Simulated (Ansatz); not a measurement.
By PBEsol, the system below comes out a metal.

The ballistic (Sharvin) conductance counts the channels at the Fermi level: G/A = (e²/h) × channels of both spins per area.

Consider the following.

```yaml
crystal:
  lattice:
    - [3.18770, 0.00000, 0.00000]
    - [-1.59385, 2.76063, 0.00000]
    - [1.59385, 0.92021, 2.60275]
  atoms:
    - { symbol: Nb, position: [0.00000, 0.00000, 0.00000] }
    - { symbol: C, position: [0.00000, 0.50000, 0.50000] }
```

Space group of this cell: Fm-3m, rock salt. The cell is taken as given; by PBEsol its mean pressure is -11.5 GPa.

The current flows along the normal of the first two printed cell vectors, the (111) plane of the conventional cell. No spin-orbit coupling; the value is a mean over 0.1 eV about the Fermi level.

Question: Compute, with PBEsol run with Ansatz (a program for electronic structure), the ballistic conductance per area.

Answer: 1.1 × 10¹⁵ S/m² for both spins.
